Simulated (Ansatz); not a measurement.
A user runs Ansatz (a quantum-chemistry and plane-wave program) on Ca2Ta2O7 (Fd-3m, 22 atoms in the cell) and asks whether the run is sound. The aim is a self-consistent single point with DFT, r2SCAN, plane waves, default PAW files made with PBE.

Cell that was meant: a = 7.3884 Å, b = 7.3884 Å, c = 7.3884 Å, α = 60.00°, β = 60.00°, γ = 60.00°.

Part of the input:

Ansatz 0.2 input:
```yaml
    - { symbol: O, position: [0.057570, 0.057570, 0.442430] }
    - { symbol: O, position: [0.500000, 0.500000, 0.500000] }
    - { symbol: O, position: [0.750000, 0.750000, 0.750000] }
basis:
  ecutwfc: 50
kpoints:
  mp_grid: { grid: [3, 3, 3] }
hamiltonian:
```

Output (repeated stretches shortened):

```
   [... lines left out ...]
PAW frozen core: O, regenerated for the run's functional
Initial density: superposition of atomic densities (neutral atoms: chi_scale 0, normalization atom), corrected by the library's trained network
Initial wavefunctions: pseudopotential atomic-orbital guess
Eigensolver: davidson
Functional: x = r2scan, c = r2scan; τ floored in thin density (d = 2e-4 eV/Å³)
SCF iter   1: F=—  HF=-53117.115616 eV  |F-HF|=—  |Δ(HF+E_count)|=         —  Δρ=8.49e-1  dr2=1.66e3  dr2_τ=1.64e2  ethr=1.77e-3  ⟨swp⟩=1.0  Hψ=939  notcnv=0
all-band conjugate gradients solve this SCF's bands
   [... lines left out ...]
WARN: the bands overlap at the fill by count (88 filled at each k-point of a channel) …
SCF 1 converged in 9 iterations: F = -52034.501336 eV  dr2 = 2.28e-9
Free energy (F): -52034.501336 eV
Internal energy: -52034.501336 eV  (E = F + TS)
E sigma→0 (E₀):  -52034.501336 eV
Fermi energy:    19.837510 eV
--- Forces (eV/Å), atoms counted from 1 ---
  atom   1  Ca     0.00000000    -0.00000000    -0.00000000
  atom   2  Ca     0.00000000    -0.00000000    -0.00000000
  atom   3  Ca     0.00000000    -0.00000000     0.00000000
  atom   4  Ca     0.00000000    -0.00000000    -0.00000000
  atom   5  Ta     0.00000000     0.00000000    -0.00000000
  atom   6  Ta     0.00000000     0.00000000    -0.00000000
  atom   7  Ta     0.00000000     0.00000000     0.00000000
  atom   8  Ta     0.00000000     0.00000000    -0.00000000
   [... lines left out ...]
--- Stress (GPa, compression-positive) ---
    -1301.485894      -0.000000       0.000000
       -0.000000   -1301.485894       0.000000
        0.000000      -0.000000   -1301.485894
  P = ⅓ Tr σ = -1301.4859 GPa (-13014.859 kbar)
  The stress holds no Pulay correction (an occupied level lies too near the plane-wave cutoff): it is that at fixed plane waves, as pw.x and ABINIT print it
```

Question: Can these results be used? Check the input.

Answer: The run is not sound. The fault is this: a cutoff meant in Ry typed as a bare number, read as eV. A bare number is read in the key's own unit, and eV, Ry (13.6 eV) and Ha (27.2 eV) lie far apart, so the setting ends up far from the one that was meant. To fix it, convert the value to the unit that the key expects. The run converged in 9 iterations without an error; against the sound input the free energy goes up by 138 eV/atom, the pressure goes from -1.00 to -1301 GPa, the largest force goes from 0.050 to 10.16 eV/Å and no clean gap remains on the mesh (levels overlap or are partly filled), against 2.75 eV before. The full log also holds (shortened here): “WARN: iter 1: σ=0 fill of 88 bands saw a band overlap (occupied 20.8413 eV > unoccupied 20.4891 eV) — on an unconverged iterate often a transient of an (band_overlap_at_count)”.

An input that runs soundly differs in these lines (not the only fix; some lines may just follow from the change or write a value another way):
```diff
-basis:
-  ecutwfc: 50
```

With that input, the run converged in 8 iterations: free energy E − TS (on the zero of these files) -55060.5952 eV; top of the valence band (on the code's own zero) 8.88 eV; gap on the k-point mesh 2.75 eV; pressure -1.00 GPa; largest force (vector length) 0.050 eV/Å (DFT, r2SCAN, plane waves, default PAW files made with PBE).

On the sound input: the starting cell comes from a database of computed structures (which also holds hypothetical and non-ambient phases and stackings), without a prior relaxation at this level. Spin-orbit coupling is off. Ansatz's pressure includes its estimate of the finite-basis (Pulay) stress.
